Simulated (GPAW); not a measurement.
## GPAW run on BAs (F-43m, 2 atoms in the cell): self-consistent single point

Method of the run: PBE, GPAW PAW datasets PBE (gpaw-data 1.0.1) (plane waves; GPAW 25.7.0).

Input as run:

```python
from ase import Atoms
from ase.units import GPa
from gpaw import GPAW, PW, FermiDirac

atoms = Atoms(['B', 'As'],
              cell=[[0.000000, 2.390000, 2.390000],
                    [2.390000, 0.000000, 2.390000],
                    [2.390000, 2.390000, 0.000000]],
              positions=[[0.000000, 0.000000, 0.000000],
                         [1.195000, 1.195000, 1.195000]],
              pbc=True)

calc = GPAW(mode=PW(950),
            xc='PBE',
            kpts={'size': (8, 8, 8), 'gamma': True},
            occupations=FermiDirac(0.05),
            nbands=-6,
            convergence={'density': 1e-05, 'energy': 1e-05, 'bands': -4},
            symmetry={'symmorphic': False, 'tolerance': 0.0005},
            maxiter=150,
            txt='-')

atoms.calc = calc

energy = atoms.get_potential_energy()
print('Energy (eV):', round(energy, 6))
forces = atoms.get_forces()
print('Forces (eV/Ang):')
print(forces.round(5))
stress = atoms.get_stress()
print('Stress (GPa, Voigt):', (stress / GPa).round(4))
```

The program printed (abridged):

```
Input parameters:
  convergence: {bands: -4,
                density: 1e-05,
                energy: 1e-05}
  kpts: {gamma: True,
         size: (8, 8, 8)}
  maxiter: 150
  mode: {ecut: 950.0,
         name: pw}
  nbands: -6
  occupations: {fixmagmom: False,
                name: fermi-dirac,
                width: 0.05}
  symmetry: {symmorphic: False,
             tolerance: 0.0005}
  xc: PBE

species:
  B:
    name: Boron
    Z: 5.0
    valence: 3
    core: 2
    charge: 0.0
    file: B.PBE.gz

    # Using partial waves for B as LCAO basis

  As:
    name: Arsenic
    Z: 33.0
    valence: 5
    core: 28
    charge: 0.0
    file: As.PBE.gz

    # Using partial waves for As as LCAO basis

Reference energy: -62172.463167  # eV

Spin-paired calculation

Convergence criteria:
 Maximum [total energy] change in last 3 cyles: 1e-05 eV / valence electron
 Maximum integral of absolute [dens]ity change: 1e-05 electrons / valence electron
 Maximum integral of absolute [eigenst]ate change: 4e-08 eV^2 / valence electron
 Maximum number of scf [iter]ations: 150

Symmetries present (total): 24
Symmetries with fractional translations: 0
512 k-points: 8 x 8 x 8 Monkhorst-Pack grid + [1/16,1/16,1/16]
29 k-points in the irreducible part of the Brillouin zone
       k-points in crystal coordinates                weights
   0:     0.00000000    0.00000000    0.00000000          1/512
   1:     0.12500000    0.12500000    0.00000000          6/512
   2:     0.12500000    0.12500000    0.12500000          8/512
   [... 7 lines left out ...]
          ...
  28:     0.50000000    0.50000000    0.50000000          4/512

Wave functions: Plane wave expansion
  Cutoff energy: 950.000 eV
  Number of coefficients (min, max): 1772, 1839
  Pulay-stress correction: 0.000000 eV/Ang^3 (de/decut=0.000000)

Occupation numbers: Fermi-Dirac:
  width: 0.0500  # eV

Eigensolver

Densities:
  Coarse grid: 25*25*25 grid
  Fine grid: 50*50*50 grid
  Total Charge: 0.000000

Density mixing:
  Method: separate
  Backend: pulay
  Linear mixing parameter: 0.05
  old densities: 5
  Damping of long wavelength oscillations: 50

Hamiltonian:
  XC and Coulomb potentials evaluated on a 50*50*50 grid
  External potential:
    NoExternalPotential

XC parameters: PBE with 2 nearest neighbor stencil

Number of atoms: 2
Number of atomic orbitals: 8
Number of bands in calculation: 10
Number of valence electrons: 8
Bands to converge: 6

Density initialized from atomic densities
  8 bands from LCAO basis set
  2 bands from random numbers

Atomic positions and initial magnetic moments

Positions:
   0 B      0.000000    0.000000    0.000000    ( 0.0000,  0.0000,  0.0000)
   1 As     1.195000    1.195000    1.195000    ( 0.0000,  0.0000,  0.0000)

Unit cell:
           periodic     x           y           z      points  spacing
  1. axis:    yes    0.000000    2.390000    2.390000    25     0.1104
  2. axis:    yes    2.390000    0.000000    2.390000    25     0.1104
  3. axis:    yes    2.390000    2.390000    0.000000    25     0.1104

  Lengths:   3.379970   3.379970   3.379970
  Angles:   60.000000  60.000000  60.000000

Effective grid spacing dv^(1/3) = 0.1204

     iter     time        total  log10-change:
                         energy   eigst   dens
iter:   1 --:--:--   -11.982420   +0.69
iter:   2 --:--:--   -11.866621   -1.22  -0.71
iter:   3 --:--:--   -11.422174   -1.23  -0.75
iter:   4 --:--:--   -11.418741   -2.81  -1.23
iter:   5 --:--:--   -11.410283   -2.38  -1.32
iter:   6 --:--:--   -11.411237   -3.56  -1.98
iter:   7 --:--:--   -11.408501   -3.40  -1.90
iter:   8 --:--:--   -11.408482   -5.22  -2.84
iter:   9 --:--:--   -11.408474c  -5.14  -3.16
iter:  10 --:--:--   -11.408472c  -6.19  -3.23
iter:  11 --:--:--   -11.408472c  -7.62c -4.35
iter:  12 --:--:--   -11.408472c  -9.40c -4.57
iter:  13 --:--:--   -11.408472c  -8.87c -4.60
iter:  14 --:--:--   -11.408472c  -9.46c -4.65
iter:  15 --:--:--   -11.408472c  -9.56c -4.70
iter:  16 --:--:--   -11.408472c -10.18c -4.86
iter:  17 --:--:--   -11.408472c  -9.49c -4.89
iter:  18 --:--:--   -11.408472c -11.21c -5.32c

Converged after 18 iterations.

Dipole moment: (-4.033306, -4.033306, -4.033306) |e|*Ang

Energy contributions relative to reference atoms: (reference = -62172.463167)

Kinetic:        +19.917795
Potential:      -17.642236
External:        +0.000000
XC:             -13.681432
Entropy (-ST):   -0.000000
Local:           -0.002599
SIC:             +0.000000
--------------------------
Free energy:    -11.408472
Extrapolated:   -11.408472

Showing only first 2 kpts
 Kpt  Band  Eigenvalues  Occupancy
  0     2      7.95310    1.99998
  0     3      7.95311    1.99998
  0     4     11.24309    0.00000
  0     5     11.24309    0.00000

  1     2      6.79440    2.00000
  1     3      6.79440    2.00000
  1     4     10.54566    0.00000
  1     5     12.77619    0.00000

Fermi level: 8.53434

Gap: 1.198 eV
Transition (v -> c):
  (s=0, k=0, n=3, [0.00, 0.00, 0.00]) -> (s=0, k=12, n=4, [0.38, 0.38, 0.00])
Direct/indirect transitions are different
Direct gap: 3.290 eV
Transition at: (s=0, k=0, n=3, [0.00, 0.00, 0.00])
Energy (eV): -11.408472

Forces in eV/Ang:
  0 B     0.00000   -0.00000   -0.00000
  1 As   -0.00000    0.00000   -0.00000

Stress tensor:
    -0.019018     0.000000     0.000000
     0.000000    -0.019018    -0.000000
     0.000000    -0.000000    -0.019018
Stress (GPa, Voigt): [-3.0471 -3.0471 -3.0471 -0.      0.      0.    ]
```

The run converged in 18 iterations. GPAW prints stress with tension positive.

At such cutoffs GPAW's stress carries a finite-basis (Pulay) error, which enters relaxed cells too; its log prints stress with tension positive.

The starting cell has typed, rounded lattice constants, without a prior relaxation at this level.
